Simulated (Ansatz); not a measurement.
## A computed series for WS2: response to strain

Take WS$_{2}$ (space group P6_3/mmc, No. 194; a = 3.154 Å, c = 12.141 Å; layered, stacked along the Cartesian z axis) as the base. Axes: x lies along a and z along c of the hexagonal cell.

Strains are applied to the cell and any free atomic positions relax.

All numbers come from Kohn–Sham DFT with the PBE-D3(BJ) functional, run in Ansatz (a first-principles code) with PAW and 420 eV plane waves, without spin-orbit coupling.

Notes on the quantities. energy relative to the base: free energy F.

```tsv
uniaxial strain ε_zz (%)	energy relative to the base (meV/atom)
0	0.0
0.6	0.1
1.2	0.5
1.8	?
2.4	1.8
3	2.7
```

Question: Fit ΔE = Aε² + Bε³ (ε in %) to the rows shown and predict the withheld row.

Answer: Least squares on the printed values gives A = 0.365 and B = -0.022 meV/atom (largest residual 0.0 meV/atom); this predicts 1.1 meV/atom, and the run gives 1.0 meV/atom, in agreement.

Stability against distortions was not tested.
